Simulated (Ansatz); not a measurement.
The reference is TiAl (space group P4/mmm, No. 123; a = 2.766 Å, c = 4.002 Å; relaxed with 0.1 eV smearing). Axes: x, y, z lie along a, b, c of the conventional cell.

All numbers come from LDA (Ansatz, an electronic-structure program; PAW; 420 eV plane waves; no spin-orbit coupling).

One thing is altered: a pure shear with ε_xz = ε_zx = 0.0171; the atoms relax in the strained cell.

Task: Predict the new energy relative to the base and stress.

Result: The energy increases by 7.0 meV/atom; the stress (xx, yy, zz, yz, xz, xy; compression positive) is (0.1, 0.2, 0.2, 0.0, -4.3, 0.0) GPa.

No phonon test of stability was made. The final runs are not spin-polarised.
